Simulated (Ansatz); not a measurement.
The starting structures come from a database of crystals and need not be the phases stable at ambient conditions.

The decay constant κ of evanescent states in the gap governs leakage through a thin film.

Data:

```yaml
crystal:
  lattice:
    - [5.84793, 0.00000, 0.00000]
    - [-2.92396, 6.41926, 0.00000]
    - [0.00000, -3.17157, 5.53709]
  atoms:
    - { symbol: Na, position: [0.14177, 0.28354, 0.48939] }
    - { symbol: Na, position: [0.85823, 0.71646, 0.51061] }
    - { symbol: Na, position: [0.35823, 0.71646, 0.20585] }
    - { symbol: Na, position: [0.64177, 0.28354, 0.79415] }
    - { symbol: Zn, position: [0.75000, 0.00000, 0.00000] }
    - { symbol: Zn, position: [0.25000, 0.00000, 0.00000] }
    - { symbol: S, position: [0.61167, 0.22334, 0.32568] }
    - { symbol: S, position: [0.38833, 0.77666, 0.67432] }
    - { symbol: S, position: [0.88833, 0.77666, 0.10234] }
    - { symbol: S, position: [0.11167, 0.22334, 0.89766] }
```

The cell is taken as given.

Transport runs along the normal of the first two printed cell vectors.

No gap correction and no spin-orbit coupling; mid-gap is the computed energy nearest the middle.

Question: Estimate the band gap and the smallest decay constant κ at mid-gap that r2SCAN (Ansatz, a program for electronic structure) returns for this system.

Answer: Gap 3.10 eV on a 6×6×6 mesh; κ = 0.241 1/Å, at the zone centre.
